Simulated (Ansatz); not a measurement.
Cu, response to strain

Consider Cu in the fcc (Cu type) structure (space group Fm-3m, No. 225; a = 3.5638 Å; relaxed with 0.1 eV smearing). Axes: x, y, z lie along the cube axes.

Strains are applied to the cell and any free atomic positions relax.

All numbers come from PBEsol (Ansatz, a program for electronic structure), without spin-orbit coupling.

Notes on the quantities. energy relative to the base: free energy F; pressure: mean of the normal stresses, compression positive.

| case | energy relative to the base | pressure | volume per atom |
|---|---|---|---|
| base | 0 meV/atom | 0.0 GPa | 11.32 Å³ |
| tensor shear ε_xy = +0.57 % | … | 0.0 GPa | 11.32 Å³ |
| tensor shear ε_xy = +2.00 % | +5.4 meV/atom | 0.3 GPa | 11.31 Å³ |
| tensor shear ε_xy = +0.86 % | … | 0.0 GPa | 11.31 Å³ |
| tensor shear ε_xy = +0.29 % | +0.1 meV/atom | 0.0 GPa | 11.32 Å³ |
| tensor shear ε_xy = +1.71 % | +3.9 meV/atom | 0.2 GPa | 11.31 Å³ |
| tensor shear ε_xy = +1.43 % | +2.7 meV/atom | 0.1 GPa | 11.31 Å³ |
| tensor shear ε_xy = +1.14 % | +1.7 meV/atom | 0.1 GPa | 11.31 Å³ |

Q: Complete the table.

A: 
- tensor shear ε_xy = +0.57 %, energy relative to the base: +0.4 meV/atom
- tensor shear ε_xy = +0.86 %, energy relative to the base: +1.0 meV/atom

Stability against distortions was not tested. The final runs are not spin-polarised.
